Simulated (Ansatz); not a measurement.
## Response to strain in SiS2

Base system: SiS2 (space group Ibam, No. 72; made of chains).

```yaml
crystal:
  lattice:
    - [-3.19356, 5.56298, 2.79607]
    - [3.19356, -5.56298, 2.79607]
    - [3.19356, 5.56298, -2.79607]
  atoms:
    - { symbol: S, position: [0.89640, 0.81906, 0.71546] }
    - { symbol: S, position: [0.39640, 0.68094, 0.07735] }
    - { symbol: S, position: [0.60360, 0.31906, 0.92265] }
    - { symbol: S, position: [0.10360, 0.18094, 0.28454] }
    - { symbol: Si, position: [0.75000, 0.75000, 0.00000] }
    - { symbol: Si, position: [0.25000, 0.25000, 0.00000] }
```

Cartesian axes are those of the cell as printed.

Strains are applied to the cell and any free atomic positions relax; under biaxial strain the out-of-plane vector relaxes too; under stress the whole cell relaxes.

Method: PBE (Ansatz, a first-principles code, PAW, no spin-orbit coupling), earlier PAW set.

Notes on the quantities. energy relative to the base: free energy F.

```json
[
 {"case": "base", "width of the top valence band": "0.75 eV", "volume per atom": "33.12 Å³", "energy relative to the base": "0 meV/atom"},
 {"case": "biaxial strain −0.55 %, plane normal [001], relaxed out of plane", "width of the top valence band": "0.75 eV", "volume per atom": "32.76 Å³", "energy relative to the base": "0.0 meV/atom"},
 {"case": "isotropic strain −2.71 %", "width of the top valence band": "0.73 eV", "volume per atom": "30.50 Å³", "energy relative to the base": "+7.8 meV/atom"},
 {"case": "uniaxial stress, 2 GPa compression along z", "width of the top valence band": "0.72 eV", "volume per atom": "32.63 Å³", "energy relative to the base": "+4.3 meV/atom"}
]
```

A biaxial case was relaxed in a doubled cell and then solved in the primitive one. The levels and masses belong to the bands next to the band gap. Stability under load was not tested beyond the relaxation. No dispersion term is included, though the crystal is made of layers, chains or molecules, so its spacings can come out too wide.
